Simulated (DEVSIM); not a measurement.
System: Schottky contact on p-type Si, at 400 K.

```
layer (left to right)  material  thickness (μm)  Na (cm⁻³)  τn (s)  τp (s)
---------------------  --------  --------------  ---------  ------  ------
1                            Si            1.70     5.1e16  4.2e-5  4.2e-5
2                            Si            18.0     7.1e17  4.2e-5  4.2e-5
```

Left contact: Schottky, work function 4.744 eV, emission velocity 1.1e7 cm/s. Right contact: ohmic. Voltage is applied to the left contact. Recombination: SRH at mid-gap, radiative, Auger. Mobility is μmin + (μ − μmin)/(1 + (N/Nref)^α).

This is a model device: material constants are rounded textbook-type values typed into the input, and sizes, dopings and lifetimes were drawn at random. Values at 300 K; Nc and Nv go as T^1.5, mobilities as T to minus their exponent, the gap by Varshni's rule with the affinity fixed.

| parameter | Si |
|---|---|
| gap (eV) | 1.124 |
| affinity (eV) | 4.05 |
| permittivity | 11.7 |
| Nc (cm⁻³) | 2.86e19 |
| Nv (cm⁻³) | 3.1e19 |
| μn (cm²/Vs) | 1417 |
| μp (cm²/Vs) | 470 |
| μn,min | 52 |
| μp,min | 45 |
| Nref,n | 9.7e16 |
| Nref,p | 2.2e17 |
| αn | 0.68 |
| αp | 0.72 |
| T exponent of μn | 2.3 |
| T exponent of μp | 2.2 |
| B (cm³/s) | 4.7e-15 |
| Cn (cm⁶/s) | 2.8e-31 |
| Cp (cm⁶/s) | 9.9e-32 |
| Varshni α (eV/K) | 0.000473 |
| Varshni β (K) | 636 |

Model (solved in DEVSIM): 1D drift-diffusion, Boltzmann statistics, complete ionisation; no tunnelling, impact ionisation, image-force lowering or self-heating. Metal contacts follow the ideal Schottky-Mott rule: no Fermi-level pinning, no interface dipoles.

Base results: potential step across the device at zero bias (V) 0.257.

Q: What follows from this one change: doping Na of layer 2 7.1e+17 → 7.1e+16 cm^-3?

A: potential step across the device at zero bias 0.257 → 0.178 V.

Q: What follows from this one change: metal work function 4.744 → 4.644 eV?

A: potential step across the device at zero bias 0.257 → 0.357 V.

Q: What follows from this one change: temperature 400 → 450 K?

A: potential step across the device at zero bias 0.257 → 0.217 V.
